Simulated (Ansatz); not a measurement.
## Band gap of GaP (model structure, started from the BN type, Pm-3n, No. 223, 12 atoms in the cell) at several levels of theory

No measured value is used here.

```json
[
 {"level (code)": "LDA (Ansatz)", "value (eV)": "0.74 (indirect)", "cell (Å³/atom)": "24.48"},
 {"level (code)": "PBEsol (Ansatz)", "value (eV)": "0.86 (indirect)", "cell (Å³/atom)": "25.13"},
 {"level (code)": "PBEsol+SOC (Ansatz)", "value (eV)": "0.83 (indirect)", "cell (Å³/atom)": "25.13"},
 {"level (code)": "r²SCAN (Ansatz)", "value (eV)": "1.12 (indirect)", "cell (Å³/atom)": "25.27"},
 {"level (code)": "r²SCAN+SOC (Ansatz)", "value (eV)": "1.09 (indirect)", "cell (Å³/atom)": "25.13"},
 {"level (code)": "r²SCAN+rVV10 (Ansatz)", "value (eV)": "1.04 (indirect)", "cell (Å³/atom)": "25.07"},
 {"level (code)": "HSE06 (Ansatz)", "value (eV)": "1.62 (indirect)", "cell (Å³/atom)": "25.13"}
]
```

Computed values are for a static lattice. Spin–orbit coupling is included only where a level's name says +SOC; with heavier elements it mostly lowers gaps and can invert bands.  Values are at the level's own relaxed cell; PBEsol+SOC at the PBEsol cell; r²SCAN+SOC at the PBEsol cell; HSE06 at the PBEsol cell. Cutoffs and k meshes differ between the levels. Ansatz's density-functional and Hartree–Fock values are scalar-relativistic unless marked +SOC, with PAW data made under PBE.

A model structure was made by putting elements into a prototype or built by hand; it is no filed structure, need not be a known phase, and can be a saddle point held by its symmetry.

Ansatz is a quantum-chemistry and plane-wave program.
